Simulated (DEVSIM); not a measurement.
Structure: Si/Ge p-n heterojunction, at 250 K.

```csv
layer (left to right),material,thickness (μm),Nd (cm⁻³),Na (cm⁻³),τn (s),τp (s)
1,Si,1.20,-,2.1e17,2.3e-7,2.3e-7
2,Ge,1.60,7.6e16,-,2.3e-7,2.3e-7
```

Left contact: ohmic. Right contact: ohmic. Voltage is applied to the left contact. Recombination: SRH at mid-gap, radiative. Mobility is constant in doping.

The device is made up for the run: typed textbook-type constants, with dimensions and the other settings drawn at random. Values at 300 K; Nc and Nv go as T^1.5, mobilities as T to minus their exponent, the gap by Varshni's rule with the affinity fixed.

```
parameter               Si        Ge
----------------  --------  --------
gap (eV)             1.124     0.664
affinity (eV)         4.05         4
permittivity          11.7        16
Nc (cm⁻³)          2.86e19   1.04e19
Nv (cm⁻³)           3.1e19      6e18
μn (cm²/Vs)           1417      3900
μp (cm²/Vs)            470      1900
T exponent of μn       2.3      1.66
T exponent of μp       2.2      2.33
B (cm³/s)          4.7e-15   6.4e-14
Varshni α (eV/K)  0.000473  0.000477
Varshni β (K)          636       235
```

Simulated with DEVSIM: 1D drift-diffusion, Boltzmann statistics, complete ionisation; no tunnelling, impact ionisation, image-force lowering or self-heating. Band offsets follow the typed affinities; no thermionic-emission limit at abrupt steps, no polarisation charge.

The thickness of layer 2 was swept, all else fixed.

| thickness of layer 2 (μm) | dark forward voltage at 100 A/cm² (V) | dark forward voltage at 1 A/cm² (V) |
|---|---|---|
| 0.32 | 0.592 | 0.379 |
| 0.56 | 0.605 | 0.393 |
| 0.96 | 0.617 | 0.405 |
| 1.6 | 0.628 | 0.416 |
| 2.7 | 0.638 | 0.427 |
| 4.8 | 0.650 | 0.439 |
| 8 | 0.661 | 0.450 |

From the first row to the last the dark forward voltage at 100 A/cm² goes from 0.592 to 0.661. From the first row to the last the dark forward voltage at 1 A/cm² goes from 0.379 to 0.450.
